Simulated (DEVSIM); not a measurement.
Device: Schottky contact on p-type Si, at 400 K.

| layer (left to right) | material | thickness (μm) | Na (cm⁻³) | τn (s) | τp (s) |
|---|---|---|---|---|---|
| 1 | Si | 13.0 | 4.6e16 | 7.1e-6 | 7.1e-6 |

Left contact: Schottky, work function 4.404 eV, emission velocity 2.1e6 cm/s. Right contact: ohmic. Voltage is applied to the left contact. Recombination: SRH at mid-gap, Auger. Mobility is μmin + (μ − μmin)/(1 + (N/Nref)^α).

This is a model device: material constants are rounded textbook-type values typed into the input, and sizes, dopings and lifetimes were drawn at random. Values at 300 K; Nc and Nv go as T^1.5, mobilities as T to minus their exponent, the gap by Varshni's rule with the affinity fixed.

```csv
parameter,Si
gap (eV),1.124
affinity (eV),4.05
permittivity,11.7
Nc (cm⁻³),2.86e19
Nv (cm⁻³),3.1e19
μn (cm²/Vs),1417
μp (cm²/Vs),470
"μn,min",52
"μp,min",45
"Nref,n",9.7e16
"Nref,p",2.2e17
αn,0.68
αp,0.72
T exponent of μn,2.3
T exponent of μp,2.2
Cn (cm⁶/s),2.8e-31
Cp (cm⁶/s),9.9e-32
Varshni α (eV/K),0.000473
Varshni β (K),636
```

DEVSIM, 1D drift-diffusion, Boltzmann statistics, complete ionisation; no tunnelling, impact ionisation, image-force lowering or self-heating. Metal contacts follow the ideal Schottky-Mott rule: no Fermi-level pinning, no interface dipoles.

The temperature was swept, all else fixed.

| temperature (K) | potential step across the device at zero bias (V) | largest field in the device at zero bias (V/cm) | dark forward voltage at 100 A/cm² (V) |
|---|---|---|---|
| 250 | 0.648 | 94000 | 0.578 |
| 300 | 0.602 | 90000 | ? |
| 350 | 0.553 | 86000 | 0.476 |
| 400 | 0.503 | 81000 | 0.428 |
| 450 | 0.451 | 77000 | 0.381 |
| 500 | 0.398 | 72000 | 0.334 |

Question: Fill in the missing entries.

Answer: 
- 300, dark forward voltage at 100 A/cm² (V): 0.526
